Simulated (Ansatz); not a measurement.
Results of G0W0@PBEsol (Ansatz, a quantum-chemistry and plane-wave program, plane waves, hard PAW, contour deformation) for BaC2 (R-3m, No. 166, 3 atoms in the cell; start mp-1018141).

The cell is the one relaxed with PBEsol. Conventional cell: a = 5.0846 Å, b = 5.0846 Å, c = 7.3675 Å, α = 90.00°, β = 90.00°, γ = 120.00°.

The quasiparticle gap at Γ at a fixed k mesh 4×4×4:

```json
[
 {"response cutoff": "150 eV, 421 empty bands", "value (eV)": "3.505"},
 {"response cutoff": "200 eV, 649 empty bands", "value (eV)": "3.550"},
 {"response cutoff": "250 eV, 907 empty bands", "value (eV)": "3.574"},
 {"response cutoff": "300 eV, 1192 empty bands", "value (eV)": "3.589"}
]
```

Task: Taking the value to converge with the response cutoff E as E^(−3/2), extrapolate from the last two rows.

Result: With y = y∞ + c/w and weights w = 3953 and 5196 for the last two rows, y∞ = (w2 y2 − w1 y1)/(w2 − w1) = (5196 × 3.589 − 3953 × 3.574)/1243 = 3.637 eV, which lies 0.048 beyond the last row. Successive pairs of rows give 3.633, 3.634, 3.637. The limit also hangs on the law assumed, so its last digits aren't firm.

The other settings are not extrapolated, so this is the limit in one setting alone.

At the last cutoff the smallest gap on this mesh is 2.73 eV, with an edge away from Γ.

Spin–orbit coupling is not included.

A start named mp-… is a Materials Project structure, which need not be a measured phase.
